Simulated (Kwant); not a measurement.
System: wire with an antidot in a GaN two-dimensional gas. Effective mass 0.22 mₑ, grid spacing 5 nm, hard walls, nominal width 100 nm (19 grid rows, so walls 100 nm apart), one parabolic valley, scattering region 300 nm long along x; energies count from the band bottom; Fermi energy 0.00247 eV. Hard-wall hole of radius 9.5 nm, 10 nm off the axis. Perpendicular field swept from 0 to 2.1 T, also in the leads; orbital effect alone.

Constants are typed, rounded textbook-type inputs, not results; the design itself was drawn at random and stands for no fabricated device.

Computed with Kwant: effective-mass tight-binding model on a square grid, one spin, coherent transport at 0 K. Conductance is in e²/h.

Density of the scattering states that come in from the left lead, at field = 1.0652 T, in bins, relative to the largest site value (x marks bins outside the device):

```
|00000000000000000000000000000000000000000000|
|11123210000001232101222110000000000000000000|
|11234421111112453102343221000011111111110000|
|11234432222213453213444322111111222211111111|
|33233433333322343223332222222222222222222222|
|56422333334432333344210122333333333322222222|
|885113333334323323541xx012222222222222211111|
|995113422122333212551xx001112222221111110000|
|784024421122234300452xx000111111111111100000|
|66314541134313551147631111111111111111111222|
|55446642378523663259975433322222111222333333|
|45457632599723575458987554333322222223334444|
|33455422588622355435565443332222222222333333|
|23343323455432334322222222222222222222222222|
|33333345433455433333333322222222222222222222|
|66554578633588644577766555444433333344445555|
|77766799754699755799998776655444444445566666|
|55545566544566544567776655444333333334445555|
|11111122111122111122222211111111001111111111|
```
Scale: ten equal steps from 0.008 (start of '0') to 0.941 (end of '9'), in the order '0123456789'; x runs from -142 to 142, y from -43.0 (bottom) to 43.0 (top).

The conductance there is 2.33 e²/h with 3 open channel(s) in the leads.
